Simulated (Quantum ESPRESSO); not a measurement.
Quantum ESPRESSO run on CrI3 (R-3, 8 atoms in the cell): self-consistent single point.

Computed with PBE+U, GBRV 1.5 ultrasoft (PBE) pseudopotentials (plane waves; Quantum ESPRESSO).

```yaml
crystal:
  lattice:
    - [3.27054, 1.88825, 6.01563]
    - [-3.27054, 1.88825, 6.01563]
    - [0.00000, -3.77649, 6.01563]
  atoms:
    - { symbol: Cr, position: [0.33333, 0.33333, 0.33333], spin: 3.0 }
    - { symbol: Cr, position: [0.66667, 0.66667, 0.66667], spin: 3.0 }
    - { symbol: I, position: [0.08800, 0.75500, 0.42100] }
    - { symbol: I, position: [0.42100, 0.08800, 0.75500] }
    - { symbol: I, position: [0.75500, 0.42100, 0.08800] }
    - { symbol: I, position: [0.91200, 0.24500, 0.57900] }
    - { symbol: I, position: [0.57900, 0.91200, 0.24500] }
    - { symbol: I, position: [0.24500, 0.57900, 0.91200] }
```
(The spins are starting values, not results.)

Reference input (self-consistent single point, DFT, PBE, plane waves, GBRV 1.5 ultrasoft (PBE) pseudopotentials): ecutwfc = 50 Ry; ecutrho = 400 Ry; occupations = smearing; smearing = gauss; degauss = 0.0073499 Ry; nspin = 2; potentials = {Cr: cr_pbe_v1.5.uspp.F.UPF, I: i_pbe_v1.uspp.F.UPF}; K_POINTS = automatic 4 4 4 0 0 0; conv_thr = 1e-10 Ry; mixing_beta = 0.4. This run's input differs from it in these lines:

```diff
@@ -42,2 +42,4 @@
 4 4 4  0 0 0
+HUBBARD {ortho-atomic}
+U Cr-3d 2
```

Output, abridged:

```
     Self-consistent Calculation

     iteration #  1     ecut=    50.00 Ry     beta= 0.40

     =================== HUBBARD OCCUPATIONS ===================
     ------------------------ ATOM    1 ------------------------
     Tr[ns(  1)] (up, down, total) =   4.21987  0.74212  4.96198
     Atomic magnetic moment for atom   1 =   3.47775
     SPIN  1
     eigenvalues:
       0.652  0.652  0.972  0.972  0.972
     SPIN  2
     eigenvalues:
       0.092  0.094  0.094  0.231  0.231
     ------------------------ ATOM    2 ------------------------
     Tr[ns(  2)] (up, down, total) =   4.21987  0.74212  4.96198
   [... lines left out ...]

     iteration # 16     ecut=    50.00 Ry     beta= 0.40

     negative rho (up, down):  0.000E+00 9.553E-03

     Magnetic moment per site  (integrated on atomic sphere of radius R)
     atom   1 (R=0.157)  charge= 12.4187  magn=  3.1528
     atom   2 (R=0.157)  charge= 12.4187  magn=  3.1528
     atom   3 (R=0.157)  charge=  4.0535  magn= -0.0985
     atom   4 (R=0.157)  charge=  4.0535  magn= -0.0985
     atom   5 (R=0.157)  charge=  4.0535  magn= -0.0985
     atom   6 (R=0.157)  charge=  4.0535  magn= -0.0985
     atom   7 (R=0.157)  charge=  4.0535  magn= -0.0985
     atom   8 (R=0.157)  charge=  4.0535  magn= -0.0985
     End of self-consistent calculation

     =================== HUBBARD OCCUPATIONS ===================
     ------------------------ ATOM    1 ------------------------
     Tr[ns(  1)] (up, down, total) =   3.96216  0.54988  4.51204
     Atomic magnetic moment for atom   1 =   3.41228
     SPIN  1
     eigenvalues:
       0.515  0.515  0.978  0.978  0.978
     SPIN  2
     eigenvalues:
       0.047  0.047  0.048  0.204  0.204
     ------------------------ ATOM    2 ------------------------
     Tr[ns(  2)] (up, down, total) =   3.96216  0.54988  4.51204
     Atomic magnetic moment for atom   2 =   3.41228
     SPIN  1
     eigenvalues:
       0.515  0.515  0.978  0.978  0.978
     SPIN  2
     eigenvalues:
       0.047  0.047  0.048  0.204  0.204

     Number of occupied Hubbard levels =    9.0241

   [... lines left out ...]
     the Fermi energy is     7.8402 ev
!    total energy              =    -744.89661631 Ry
     total magnetization       =     6.00 Bohr mag/cell
     absolute magnetization    =     7.84 Bohr mag/cell
     Total force =     0.039693     Total SCF correction =     0.000003
   [... lines left out ...]

     negative rho (up, down):  0.000E+00 9.553E-03
          total   stress  (Ry/bohr**3)                   (kbar)     P=       73.46
   0.00050777  -0.00000000   0.00000000           74.70       -0.00        0.00
   0.00000000   0.00050777  -0.00000000            0.00       74.70       -0.00
  -0.00000000   0.00000000   0.00048265           -0.00        0.00       71.00

   JOB DONE.
```

The run converged in 16 iterations. Against the reference run the pressure goes from 6.04 to 7.35 GPa, the largest force goes from 0.597 to 0.417 eV/Å, the gap on the mesh goes from 0.533 to 0.328 eV and the size of the net moment stays at 0.75 μB/atom.

The starting cell was generated: these elements placed on a structure prototype, without a prior relaxation; it need not be a known phase or ordering of this composition. Its lattice was rescaled by a random factor within 2.5 % of one. Spin-orbit coupling is off. The magnetic order is the one reached from the typed start; others were not searched systematically. With U or open f shells several self-consistent states can exist. With a pressure of about 7 GPa the cell is away from its equilibrium volume at this level.

Cost on one core of a shared machine: roughly 10 min.
